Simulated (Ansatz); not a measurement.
## InAs (Fm-3m, No. 225, 2 atoms in the cell; start mp-21391; another space group than a measured phase of this formula)

Level of theory: r²SCAN-D4 in Ansatz (PAW).

Settings: plane-wave cutoff 500 eV, 12×12×12 k mesh, Fermi–Dirac smearing 0.05 eV, scalar-relativistic PAW data made under PBE.

Cell (relaxed at this level):

Space group Fm-3m (No. 225); a = b = c = 5.6590 Å, α = β = γ = 90.00°

```csv
atom,site,symmetry,x,y,z
In,4b,m-3m,0.5000,0.5000,0.5000
As,4a,m-3m,0.0000,0.0000,0.0000
```
(The calculation used a cell of 2 atoms; values per cell refer to that cell.)

```
Item              Value
--------  -------------
band gap  zero (no gap)
```

Note: the relaxation could not lower the start's symmetry, so the cell can be a saddle point above a distorted one.

Spin–orbit coupling is not included.

Computing time: very roughly 30 core-seconds.

A start named mp-… is a Materials Project structure, which need not be a measured phase.

Ansatz is an electronic-structure program.
